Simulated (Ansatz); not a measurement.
**Effect of Te → S on hypothetical P4_2/mnm WTe2**

The reference is WTe$_{2}$ (space group P4_2/mnm, No. 136; a = 6.5963 Å, c = 3.5772 Å; a hypothetical phase, not in the database extracts checked).

The change: every Te is replaced by S, then cell and atoms are relaxed.

Level of theory: PBEsol/PAW in Ansatz (a first-principles code), no SOC. Settings: 8×8×15 k-points, 0.05 eV Fermi–Dirac smearing, for the changed cell.

The volume per atom decreases by 7.96 Å³, from 25.94 Å³ to 17.98 Å³ and the density decreases by 1.74 g/cm³ (9.37 g/cm³ → 7.63 g/cm³). The lattice parameter a shrinks by 0.765 Å to 5.831 Å and the c/a ratio hardly moves (0.542 against 0.544). The space group stays P4_2/mnm (No. 136) and the shortest interatomic distance decreases by 0.304 Å, from 2.658 Å to 2.354 Å. The band gap is still zero.

Whether these cells are dynamically stable was not tested. As relaxed here, WS2 is a hypothetical phase, not in the database extracts checked. The final runs are not spin-polarised. WS2 and WTe2 have a high density of states at the Fermi level and may be magnetic at this level.
